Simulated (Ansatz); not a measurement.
Ansatz (a program for electronic structure) run on YSi3Ir (P1, 5 atoms in the cell): self-consistent single point.

Computed with PBEsol, PAW files made with PBE (plane waves; Ansatz).

The change in words: atoms moved at random. Reference geometry:
```xyz
5
Lattice="-2.1328 2.1328 4.9972 2.1328 -2.1328 4.9972 2.1328 2.1328 -4.9972" Properties=species:S:1:pos:R:3 pbc="T T T"
Y      0.0000     0.0000     9.9778
Si     0.0000     0.0000     4.1409
Si     2.1328     0.0000     2.6452
Si     0.0000     2.1328     2.6452
Ir     0.0000     0.0000     6.5165
```

Reference input (self-consistent single point, DFT, PBEsol, plane waves, PAW files made with PBE): basis.ecutwfc = 30.9 Ry; kpoints.mp_grid.grid = 9 9 9; hamiltonian.xc = pbesol; hamiltonian.pseudopotentials = {kind: paw} (an earlier, softer set of the program's PAW files); scf.occupations.method = fermi_dirac; scf.occupations.width = 0.0073 Ry. This run's input differs from it in these lines:

Ansatz 0.2 input:
```diff
@@ -6,7 +6,7 @@
   atoms:
-    - { symbol: Y, position: [0.998340, 0.998340, 0.000000] }
-    - { symbol: Si, position: [0.414320, 0.414320, 0.000000] }
-    - { symbol: Si, position: [0.264670, 0.764670, 0.500000] }
-    - { symbol: Si, position: [0.764670, 0.264670, 0.500000] }
-    - { symbol: Ir, position: [0.652010, 0.652010, 0.000000] }
+    - { symbol: Y, position: [1.017386, 1.013333, 0.022781] }
+    - { symbol: Si, position: [0.423070, 0.412203, 0.008419] }
+    - { symbol: Si, position: [0.258884, 0.755118, 0.484812] }
+    - { symbol: Si, position: [0.751635, 0.254332, 0.490680] }
+    - { symbol: Ir, position: [0.643035, 0.659025, -0.006693] }
 basis:
```

Log, with long lists cut:

```
SCF iter   1: F=—  HF=-17465.025660 eV  |F-HF|=—  |Δ(HF+E_count)|=         —  Δρ=6.21e-2  dr2=5.37e0  ethr=3.10e-3  ⟨swp⟩=6.0  Hψ=43148  notcnv=0
all-band conjugate gradients solve this SCF's bands
preconditioner: auto → Kerker (q_TF=auto, 2.379 Å⁻¹)
SCF iter   2: F=—  HF=-17464.151679 eV  |F-HF|=—  |Δ(HF+E_count)|=   8.74e-1  Δρ=1.98e-2  dr2=5.31e-1  ethr=3.10e-3  ⟨swp⟩=3.0  Hψ=21882  notcnv=0
   [... lines left out ...]
SCF iter   5: F=—  HF=-17464.031653 eV  |F-HF|=—  |Δ(HF+E_count)|=   7.53e-4  Δρ=3.83e-4  dr2=2.72e-4  ethr=1.07e-5  ⟨swp⟩=2.0  Hψ=13990  notcnv=0
SCF iter   6: F=—  HF=-17464.031600 eV  |F-HF|=—  |Δ(HF+E_count)|=   5.29e-5  Δρ=7.80e-5  dr2=9.30e-6  ethr=6.80e-7  ⟨swp⟩=2.3  Hψ=13542  notcnv=0
SCF iter   7: F=—  HF=-17464.031601 eV  |F-HF|=—  |Δ(HF+E_count)|=   1.15e-6  Δρ=1.70e-5  dr2=3.71e-7  ethr=2.32e-8  ⟨swp⟩=2.2  Hψ=14484  notcnv=0
SCF iter   8: F=-17464.031601 eV  HF=-17464.031601 eV  |F-HF|=3.74e-8  |Δ(HF+E_count)|=   3.72e-8  Δρ=5.20e-6  dr2=4.85e-8  ethr=2.50e-10  ⟨swp⟩=5.8  Hψ=39941  notcnv=0
SCF 1 converged in 8 iterations: F = -17464.031601 eV  dr2 = 4.85e-8
Free energy (F): -17464.031601 eV
Internal energy: -17463.983912 eV  (E = F + TS)
E sigma→0 (E₀):  -17464.007757 eV
Entropy (-TS):   -0.047689 eV (-9.538 meV/atom)
Fermi energy:    12.311742 eV
--- Forces (eV/Å), atoms counted from 1 ---
  atom   1  Y     -0.09801917    -0.12869365    -0.46005580
  atom   2  Si     0.08251902    -0.20555168     0.40487376
  atom   3  Si     0.05411880    -0.18626120     0.01255786
  atom   4  Si     0.37799990     0.06026468     0.47907559
  atom   5  Ir    -0.41661875     0.46023236    -0.43645217
--- Stress (GPa, compression-positive) ---
       -7.553756       0.096028       0.863206
        0.096028      -8.914485      -0.380593
        0.863206      -0.380593     -11.135010
  P = ⅓ Tr σ = -9.2011 GPa (-92.011 kbar)
  The stress holds the Pulay correction. Without it, at fixed plane waves, as pw.x and ABINIT print it: P = -9.2151 GPa
```

The run converged in 8 iterations. Against the reference run the free energy rises by 11.0 meV/atom, the pressure goes from -10.02 to -9.20 GPa and the largest force goes from 0.324 to 0.759 eV/Å.

The starting cell comes from a database of computed structures (which also holds hypothetical and non-ambient phases and stackings), without a prior relaxation at this level. Its lattice was rescaled by a random factor within 2.5 % of one. For this run, on top of that: atoms moved at random. Spin polarisation is off. With a pressure of about -9 GPa the cell is away from its equilibrium volume at this level. Ansatz's pressure includes its estimate of the finite-basis (Pulay) stress.

Cost on one core of a shared machine: roughly 80 s.
